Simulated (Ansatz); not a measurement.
The parent structure is CdSe in the zinc blende structure (space group F-43m, No. 216).

```xyz
2
Lattice="0.0000 3.0037 3.0037 3.0037 0.0000 3.0037 3.0037 3.0037 0.0000" Properties=species:S:1:pos:R:3 pbc="T T T"
Cd     0.0000     0.0000     0.0000
Se     1.5019     1.5019     1.5019
```

Cartesian axes are those of the cell as printed.

All numbers come from plane-wave PAW DFT at the LDA level (Ansatz, an electronic-structure program, 420 eV), spin-orbit coupling left out.

Strains are applied to the cell and any free atomic positions relax; under biaxial strain the out-of-plane vector relaxes too.

One change was made to it. Results:

The valence-band top at Γ (three highest levels, from the VBM) becomes 0.00, -0.15, -0.15 eV (base: 0.00, 0.00, 0.00 eV); the volume per atom rises by 0.25 Å³, from 27.10 Å³ to 27.35 Å³; the band gap decreases by 0.121 eV (0.41 eV → 0.28 eV).

Problem. Which change produced these results?
A. biaxial strain +0.50 %, plane normal [001], relaxed out of plane
B. biaxial strain +2.00 %, plane normal [001], relaxed out of plane
C. biaxial strain +1.00 %, plane normal [001], relaxed out of plane
D. biaxial strain −2.50 %, plane normal [001], relaxed out of plane

Solution. B, biaxial strain +2.00 %, plane normal [001], relaxed out of plane. For comparison, the band gap in the other runs: biaxial strain +1.00 %, plane normal [001], relaxed out of plane gives 0.34 eV; biaxial strain +0.50 %, plane normal [001], relaxed out of plane gives 0.37 eV; biaxial strain −2.50 %, plane normal [001], relaxed out of plane gives 0.35 eV.

Stability against distortions was not tested. The zero or small gap of CdSe under biaxial strain +2.00 %, plane normal [001], relaxed out of plane can change with the level of theory.
